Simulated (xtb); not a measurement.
xtb 6.7.1, GFN2-xTB: Fc1ccsc1-c1ccc2c(c1)sc1cc(-c3cccs3)ccc12, 35 atoms. The geometry is a generated start, not checked to be a minimum at this level.

```json
{
 "run_flags": "--grad",
 "method": "GFN2-xTB",
 "--acc": "1 (default)",
 "--etemp (K)": "300 (default)",
 "basis_functions": "125",
 "valence_electrons": "116"
}
```

One run each on 1 thread. Values of broydamp tried: 0.02, 0.05, 0.1, 0.2, 0.4 (default), 0.6, 0.8, 1.

### Question
Which value of broydamp needs the fewest SCC iterations, and what happens away from it?

### Answer
Fewest SCC iterations, within one of each other: 0.2 with 13, 0.4 (default) with 12, 0.6 with 13, 0.8 with 13. The count rises to 20 at 0.02. All converge to one solution.

```tsv
broydamp	SCC iterations	end
0.02	20	same solution
0.05	17	same solution
0.1	15	same solution
0.2	13	same solution
0.4 (default)	12	same solution
0.6	13	same solution
0.8	13	same solution
1	14	same solution
```
